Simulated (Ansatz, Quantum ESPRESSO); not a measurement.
An Ansatz (a quantum-chemistry and plane-wave program) input for a self-consistent single point of Ti (P6_3/mmc, 2 atoms in the cell) (DFT, PBE, plane waves, default PAW files):

Ansatz 0.2 input:
```yaml
crystal:
  lattice:
    - [1.47500000, -2.55477494, 0.00000000]
    - [1.47500000, 2.55477494, 0.00000000]
    - [0.00000000, 0.00000000, 4.68000000]
  atoms:
    - { symbol: Ti, position: [0.33333333, 0.66666667, 0.25000000] }
    - { symbol: Ti, position: [0.66666667, 0.33333333, 0.75000000] }
kpoints:
  mp_grid:
    grid: [13, 13, 7]
hamiltonian:
  xc: pbe
  pseudopotentials:
    kind: paw
scf:
  occupations:
    method: fermi_dirac
    width: 0.1 eV
output:
  forces: true
  eigenvalues: true
  stress: true
```

Q: Translate this input to Quantum ESPRESSO.

A: This is the input that was run; spellings and numerical settings could be chosen otherwise.

```fortran
&CONTROL
    calculation = 'scf',
    outdir = './out',
    pseudo_dir = './',
    tprnfor = .true.,
    tstress = .true.,
/
&SYSTEM
    ibrav = 0,
    nat = 2,
    ntyp = 1,
    ecutwfc = 85,
    occupations = 'smearing',
    smearing = 'fd',
    degauss = 0.0073499,
/
&ELECTRONS
    conv_thr = 1.0d-10,
    mixing_beta = 0.4,
/
ATOMIC_SPECIES
Ti    47.8670  Ti.upf
ATOMIC_POSITIONS {crystal}
Ti    0.33333333    0.66666667    0.25000000
Ti    0.66666667    0.33333333    0.75000000
K_POINTS {automatic}
13 13 7  0 0 0
CELL_PARAMETERS {angstrom}
   1.47500000    -2.55477494     0.00000000
   1.47500000     2.55477494     0.00000000
   0.00000000     0.00000000     4.68000000
```

Basis, cutoffs, solver keys and any potentials are the target program's own. This input uses DFT, PBE, plane waves, PseudoDojo standard norm-conserving (PBE) pseudopotentials. Both were run: pressure -1.37 GPa in Ansatz and -1.31 in Quantum ESPRESSO. Ansatz's pressure is the one without its finite-basis correction.

On Ansatz: the starting cell has typed, rounded lattice constants, without a prior relaxation at this level. Spin polarisation is off.

On Quantum ESPRESSO: the starting cell has typed, rounded lattice constants, without a prior relaxation at this level. Spin polarisation is off.
